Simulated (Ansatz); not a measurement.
# Pressure series in CdTe

Consider CdTe in the zinc blende structure (space group F-43m, No. 216; a = 6.409 Å).

Cell and atoms are relaxed at each pressure.

Level of theory: Kohn–Sham DFT with the LDA functional, run in Ansatz (a quantum-chemistry and plane-wave program) with PAW and 420 eV plane waves, no spin-orbit coupling.

Base values:

The band gap comes out as 0.61 eV.

Question: The aim is a band gap between 1.02 eV and 1.09 eV. Which of these changes reaches it?
A. pressure 15 GPa
B. pressure 30 GPa
C. pressure 9 GPa
D. pressure 22.5 GPa
E. pressure 4.5 GPa

Answer: C, pressure 9 GPa. It gives 1.05 eV; pressure 22.5 GPa gives 1.41 eV; pressure 15 GPa gives 1.23 eV; pressure 4.5 GPa gives 0.86 eV; pressure 30 GPa gives 1.52 eV. Changes not listed may reach it too

With Te present, leaving out spin-orbit coupling can change the band edges. Load acts through the strain it causes; cell and atoms are relaxed under it. No phonon test of stability was made. Measured, CdTe leaves this structure (for cinnabar) near 3.53 GPa (temperature not stated; as listed in Datta, Sujoy, Jana, Debnarayan, arXiv (2020)), on rising pressure, with hysteresis.
